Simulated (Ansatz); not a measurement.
W3Si2 (P4/mbm, No. 127, 10 atoms in the cell; start mp-1079377): properties by level of theory

```tsv
level (code)	lattice constant a (Å)	c axis length (Å)
LDA (Ansatz)	6.544	3.254
PBE-D3(BJ) (Ansatz)	6.567	3.281
PBE-D4 (Ansatz)	6.573	3.285
r²SCAN (Ansatz)	6.562	3.317
r²SCAN-D4 (Ansatz)	6.548	3.307
r²SCAN+rVV10 (Ansatz)	6.551	3.307
```

Caveats: the relaxation could not lower the start's symmetry, so the cell can be a saddle point above a distorted one (LDA, PBE-D3(BJ), PBE-D4, r²SCAN, r²SCAN-D4, r²SCAN+rVV10). Ansatz's density-functional and Hartree–Fock values are scalar-relativistic unless marked +SOC, with PAW data made under PBE.

The computed numbers hold no vibrational or temperature effects.

A start named mp-… is a Materials Project structure, which need not be a measured phase.

Ansatz is a program for electronic structure.
